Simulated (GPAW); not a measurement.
Input and output of a self-consistent single point for CaS (Fm-3m, 2 atoms in the cell) (GPAW).

Computed with PBE, GPAW PAW datasets PBE (gpaw-data 1.0.1) (plane waves; GPAW).

```yaml
crystal:
  lattice:
    - [0.00000, 2.89773, 2.89773]
    - [2.89773, 0.00000, 2.89773]
    - [2.89773, 2.89773, 0.00000]
  atoms:
    - { symbol: Ca, position: [0.00000, 0.00000, 0.00000] }
    - { symbol: S, position: [0.50000, 0.50000, 0.50000] }
```

Reference input (self-consistent single point, DFT PBE, plane waves, GPAW PAW datasets PBE (gpaw-data 1.0.1)): mode = pw; ecut = 600 eV; xc = PBE; kpts = 7 7 7; mesh shift (steps) = 0 0 0; occupations.name = fixed-uniform; nbands = -8; convergence.forces = 0.001 eV/Å; convergence.bands = -6; symmetry.symmorphic = false; symmetry.tolerance = 0.0005; maxiter = 120. This run's input differs from it in these lines:

```diff
@@ -14,3 +14,3 @@
             xc='PBE',
-            kpts=(7, 7, 7),
+            kpts={'size': (6, 6, 6), 'gamma': True},
             occupations={'name': 'fixed-uniform'},
```

Log, with long lists cut:

```
     iter     time        total  log10-change:
                         energy   eigst   dens  force
iter:   1 --:--:--   -10.527561   +1.59
iter:   2 --:--:--   -10.538294   +0.31  -1.15
iter:   3 --:--:--   -10.411281   -0.11  -1.19
iter:   4 --:--:--   -10.415450   -0.59  -1.49
iter:   5 --:--:--   -10.450576   -1.15  -1.52
iter:   6 --:--:--   -10.439544   -1.43  -1.91
iter:   7 --:--:--   -10.439562   -2.34  -2.87
iter:   8 --:--:--   -10.439503c  -3.09  -2.88
iter:   9 --:--:--   -10.439280c  -3.50  -2.91
iter:  10 --:--:--   -10.439268c  -4.56  -3.26
iter:  11 --:--:--   -10.439271c  -5.44  -3.46
iter:  12 --:--:--   -10.439277c  -5.83  -3.55
iter:  13 --:--:--   -10.439272c  -5.53  -3.61
iter:  14 --:--:--   -10.439271c  -6.88  -4.30c
iter:  15 --:--:--   -10.439271c  -6.71  -4.32c
iter:  16 --:--:--   -10.439271c  -8.22c -4.58c
iter:  17 --:--:--   -10.439271c  -8.90c -4.57c -23.20c
Converged after 17 iterations.

Dipole moment: (-0.000000, -0.000000, -0.000000) |e|*Ang

Energy contributions relative to reference atoms: (reference = -29368.489130)

Kinetic:         +7.716444
Potential:       -6.429414
External:        +0.000000
XC:             -11.272513
Entropy (-ST):   +0.000000
Local:           -0.453788
SIC:             +0.000000
--------------------------
Free energy:    -10.439271
Extrapolated:   -10.439271

Showing only first 2 kpts
 Kpt  Band  Eigenvalues  Occupancy
  0     6      3.75506    2.00000
  0     7      3.75506    2.00000
  0     8      7.58613    0.00000
  0     9      7.91977    0.00000

  1     6      3.46430    2.00000
  1     7      3.46430    2.00000
  1     8      7.38335    0.00000
  1     9      8.28003    0.00000

Fermi level: 4.99893

Gap: 2.488 eV
Transition (v -> c):
   [... lines left out ...]
Direct/indirect transitions are different
Direct gap: 3.258 eV
Transition at: (s=0, k=12, n=7, [0.50, 0.50, 0.00])
Energy (eV): -10.439271

Forces in eV/Ang:
  0 Ca    0.00000    0.00000    0.00000
  1 S     0.00000   -0.00000   -0.00000

Stress tensor:
     0.013077     0.000000     0.000000
     0.000000     0.013077     0.000000
     0.000000     0.000000     0.013077
Stress (GPa, Voigt): [2.0952 2.0952 2.0952 0.     0.     0.    ]
```

The run converged in 17 iterations. GPAW prints stress with tension positive. Against the reference run the free energy stays essentially unchanged (within 1 meV/atom), the pressure stays at -2.10 GPa and the gap on the mesh goes from 2.550 to 2.488 eV.

The starting cell comes from a database of computed structures (which also holds hypothetical and non-ambient phases and stackings), without a prior relaxation at this level. Its lattice was rescaled by a random factor within 2.5 % of one.
